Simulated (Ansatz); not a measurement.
Hypothetical diamond Rh, pressure series

The parent structure is Rh in the diamond structure (space group Fd-3m, No. 227; a hypothetical phase, not in the database extracts checked).

```
Rh
1.0
    0.00000     2.71653     2.71653
    2.71653     0.00000     2.71653
    2.71653     2.71653     0.00000
Rh
2
Direct
  0.75000   0.75000   0.75000
  0.50000   0.50000   0.50000
```

Cell and atoms are relaxed at each pressure.

Level of theory: PBEsol, PAW, 420 eV (Ansatz, a first-principles code; spin-orbit coupling left out).

```json
[
 {"P (GPa)": "-2.00", "V (Å³/atom)": "20.327"},
 {"P (GPa)": "-1.00", "V (Å³/atom)": "20.184"},
 {"P (GPa)": "0.30", "V (Å³/atom)": "20.007"},
 {"P (GPa)": "0.70", "V (Å³/atom)": "19.954"},
 {"P (GPa)": "1.50", "V (Å³/atom)": "19.851"},
 {"P (GPa)": "2.99", "V (Å³/atom)": "19.667"},
 {"P (GPa)": "4.99", "V (Å³/atom)": "19.436"},
 {"P (GPa)": "7.50", "V (Å³/atom)": "19.166"},
 {"P (GPa)": "10.00", "V (Å³/atom)": "18.917"}
]
```

### Question
Fit a third-order Birch–Murnaghan equation of state.

### Answer
Least squares on P(V) = (3B₀/2)[(V₀/V)^(7/3) − (V₀/V)^(5/3)]·[1 + (3/4)(B₀′ − 4)((V₀/V)^(2/3) − 1)] gives V₀ = 20.05 Å³/atom, B₀ = 149 GPa and B₀′ = 5.0.

Load acts through the strain it causes; cell and atoms are relaxed under it. No phonon test of stability was made. Competing high-pressure phases were not computed. The final runs are not spin-polarised. Rh has a high density of states at the Fermi level and may be magnetic at this level.
